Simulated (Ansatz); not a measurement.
Crystal: BP (F-43m, zinc blende, 2 atoms a cell, 11.6 Å³ an atom); planes in its conventional cell.

Level of theory: r2SCAN (plane waves, PAW; Ansatz, a program for electronic structure).

The gap is the functional's own. No spin-orbit coupling. Mid-gap values are interpolated on the energy grid.

```csv
plane,area of the cell (Å²),mid-gap κ (1/Å),largest κ in the gap (1/Å)
(111),8.9,0.14,0.16
(001),10.3,(withheld),(withheld)
(110),14.5,(withheld),(withheld)
```

Question: The slowest decay depends on the direction. Supply the withheld values.

Answer: 
- (001), mid-gap κ (1/Å): 0.18
- (001), largest κ in the gap (1/Å): 0.18
- (110), mid-gap κ (1/Å): 0.15
- (110), largest κ in the gap (1/Å): 0.15
